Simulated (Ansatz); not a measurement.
Report: zincblende GaP (F-43m), uniaxial stress along [001]

Cell and atoms are relaxed with r2SCAN to each stress (compression positive); bands and masses by r2SCAN with spin-orbit coupling, rigid bands (plane waves, PAW; Ansatz, a quantum-chemistry and plane-wave program). Strains are changes of length against the unloaded cell.

```xyz
2
Lattice="0.0000 2.7257 2.7257 2.7257 0.0000 2.7257 2.7257 2.7257 0.0000" Properties=species:S:1:pos:R:3 pbc="T T T"
Ga     0.0000     0.0000     0.0000
P      1.3629     1.3629     1.3629
```

```
stress (GPa)  strain [001] (%)  strain [100] (%)  gap (eV)  mₑ* [001]  mₑ* [100]  mₕ* [001]  mₕ* [100]
------------  ----------------  ----------------  --------  ---------  ---------  ---------  ---------
-2.00                     1.83             -0.53     1.714       0.25       0.40       0.48       0.38
-1.00                     0.92             -0.27     1.766       0.25       0.41       0.51       0.43
0                            0                 0     1.819       0.34       0.34       0.48       0.48
1.00                     -0.95              0.29     1.703       1.05       0.25       0.41       0.46
2.00                     -1.93              0.60     1.572       1.05       0.24       0.31       0.43
```

[001] is the direction of the load; [010] strains as [100]. Masses are conductivity masses at 300 K in electron masses.

Problem. From the two loads next to zero, find the Young modulus and the ratio of transverse to axial strain.

Solution. Between -1.00 and 1.00 GPa the strain along [001] changes by -1.87 % and that along [100] by 0.56 %. The modulus is 2.00/0.0187 = 107 GPa and the ratio of the strains 0.30 (r2SCAN, atoms relaxed). Along [001] C₁₁ = E(1 − ν)/((1 + ν)(1 − 2ν)) and C₁₂ = C₁₁ν/(1 − ν), which gives C₁₁ ≈ 144 GPa and C₁₂ ≈ 61 GPa.

Problem. How fast does the gap move on either side of zero load?

Solution. Under tension, (1.766 − 1.819) eV over -1.00 GPa = 53 meV/GPa, or about -5.8 eV per unit strain; under compression, (1.703 − 1.819) eV over 1.00 GPa = -116 meV/GPa, or about 12 eV per unit strain. The two slopes part by 169 meV/GPa; gaps are resolved to about 0.01 eV, which allows 20 meV/GPa, so they differ, even in sign: the gap has a turning point near zero load.

Problem. Take the carrier density and the relaxation time as fixed, so that ρ ∝ m*. What gauge factor (Δρ/ρ)/ε follows for current along [001] at the loads next to zero?

Solution. electrons at -1.00 GPa: (0.25/0.34 − 1)/0.0092 ≈ -29; electrons at 1.00 GPa: (1.05/0.34 − 1)/-0.0095 ≈ -220; holes at 1.00 GPa: (0.41/0.48 − 1)/-0.0095 ≈ 15. These are means over a finite load; the small-strain gauge factor differs, most where the load has already emptied the upper valleys or bands. Carriers and loads whose mass moves by under 12 % aren't resolved and aren't listed. The change of shape, which adds a term of order 1 to 2, and that of the scattering between valleys or bands are left out.

Masses are those of dilute carriers in rigid bands with one relaxation time, without polarons. Third decimals of gaps are kept for the arithmetic. Every relaxation keeps the zincblende phase (space group I-4m2 under this load), so a transition, a distortion that breaks the symmetry or fracture can't show.
